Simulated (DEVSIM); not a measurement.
System: abrupt CdTe p-n junction, at 250 K.

Layer 1 from the left is CdTe, thickness (μm) 0.330, Na (cm⁻³) 6.8e16, τn (s) 4.1e-10, τp (s) 4.1e-10. Layer 2 from the left is CdTe, thickness (μm) 2.40, Nd (cm⁻³) 9.9e16, τn (s) 4.1e-10, τp (s) 4.1e-10.

Left contact: ohmic. Right contact: ohmic. Voltage is applied to the left contact. Recombination: SRH at mid-gap. Mobility is constant in doping.

This is a model device: material constants are rounded textbook-type values typed into the input, and sizes, dopings and lifetimes were drawn at random. Values at 300 K; Nc and Nv go as T^1.5, mobilities as T to minus their exponent, the gap by Varshni's rule with the affinity fixed.

CdTe: gap (eV) 1.5, affinity (eV) 4.28, permittivity 10.2, Nc (cm⁻³) 8e17, Nv (cm⁻³) 1.8e19, μn (cm²/Vs) 1000, μp (cm²/Vs) 80, T exponent of μn 1.7, T exponent of μp 1.5, Varshni α (eV/K) 0.00031, Varshni β (K) 108.

DEVSIM, 1D drift-diffusion, Boltzmann statistics, complete ionisation; no tunnelling, impact ionisation, image-force lowering or self-heating.

Dark forward current:

```
|V| (V)  |J| (A/cm²)
-------  -----------
0.05       4.088e-13
0.10       1.641e-12
0.15       5.618e-12
0.20       1.859e-11
0.25       6.098e-11
0.30       1.997e-10
0.35       6.541e-10
0.40        2.145e-9
0.45        7.045e-9
0.50        2.318e-8
0.55        7.642e-8
0.60        2.526e-7
0.65        8.369e-7
0.70        2.783e-6
0.75        9.294e-6
0.80        3.123e-5
0.85       0.0001060
0.90       0.0003665
0.95        0.001322
1.00        0.005234
1.05         0.02486
1.10          0.1526
1.15           1.182
1.20           10.46
1.25           93.95
1.30           648.5
```

Task: Work out the local ideality factor n = ΔV / (kT/q · ln(J2/J1)) between the rows 0.10 and 0.15 V, 1.20 and 1.25 V, 1.25 and 1.30 V.

Result: kT/q = 21.54 mV. From 0.10 to 0.15 V: ln(5.618e-12/1.641e-12) = 1.231, n = 1.89, near the 2 of recombination in the depletion region. From 1.20 to 1.25 V: ln(93.95/10.46) = 2.195, n = 1.06, near the 1 of diffusion or emission over a barrier. From 1.25 to 1.30 V: ln(648.5/93.95) = 1.932, n = 1.20; the layers' resistance at their doping, Σ W/(qμN) = 4.0e-5 Ω cm², would take 22 mV of this step of 50 mV.

Task: Estimate the current at 1.20 V from the Shockley equation with J0 = Σ q ni² D/(N L) coth(W/L), τ joining the SRH, radiative and Auger lifetimes that are on, and W taken as the whole layer.

Result: ni² = 2450000 cm⁻⁶; electrons in the p layer: μ = 1360 cm²/Vs, D = 29.4 cm²/s, τ = 4.10e-10 s, L = 1.10 μm, W/L = 0.30, term 5.30e-24 A/cm²; holes in the n layer: μ = 105 cm²/Vs, D = 2.27 cm²/s, τ = 4.10e-10 s, L = 0.305 μm, W/L = 7.9, term 2.95e-25 A/cm². J0 = 5.60e-24 A/cm², and J = J0 exp(qV/kT) = 8.76 A/cm². The simulation gives 10.5 A/cm²; the estimate lies 16 % below. The estimate leaves out recombination in the depletion region and that region's share of W.
